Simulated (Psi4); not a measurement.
Psi4 1.11, WB97X/def2-tzvp: Ge(Br)(SH) ([SH][Ge][Br]), 4 atoms. The geometry is a generated start, not checked to be a minimum at this level.

```yaml
task: energy
method: wb97x
basis: def2-tzvp
memory: 3 GB
maxiter: 100
keys_of_the_molecule_block: symmetry c1
scf_type: df (default)
diis_max_vecs: 10 (default)
e_convergence: 1e-06 (default)
d_convergence: 1e-06 (default)
dft_radial_points: 75 (default)
dft_spherical_points: 302 (default)
basis_functions: 139
grid_points: 84399
```

```xyz
4

Ge     1.0030    -0.3625     0.1961
Br     1.6366     1.8887     0.0003
S     -1.2267    -0.1051    -0.0498
H     -1.4129    -1.4211    -0.1466
```

With the defaults (damping_percentage = 0, diis = true, scf_initial_accelerator = adiis, soscf = false, soscf_start_convergence = 0.01, level_shift = 0, level_shift_cutoff = 0.01, guess = auto, which took SAD, diis_start = 1) it converges in 10 SCF iterations. One run each on 2 threads, with these changes:
- soscf = true
- damping_percentage = 20
- soscf = true, soscf_start_convergence = 0.1
- damping_percentage = 60, diis = false, scf_initial_accelerator = none
- guess = modhuckel
- diis_start = 4
- damping_percentage = 60
- level_shift = 0.1, level_shift_cutoff = 0.001
- guess = sap

Name the settings that don't reach the solution of the defaults.

No convergence: damping_percentage = 60; damping_percentage = 60, diis = false, scf_initial_accelerator = none (the run ends without SCF convergence in 100 iterations). The rest reach the solution of the defaults.

```tsv
setting	SCF iterations	JK calls	end
soscf = true, soscf_start_convergence = 0.1	6	22	same solution
soscf = true	7	23	same solution
guess = sap	9	9	same solution
the defaults	10	11	same solution
level_shift = 0.1, level_shift_cutoff = 0.001	10	11	same solution
guess = modhuckel	10	37	same solution
diis_start = 4	17	18	same solution
damping_percentage = 20	20	21	same solution
damping_percentage = 60	100	101	no convergence
damping_percentage = 60, diis = false, scf_initial_accelerator = none	100	101	no convergence
```

An SOSCF iteration holds several JK calls; a Hückel guess adds calls on atoms.
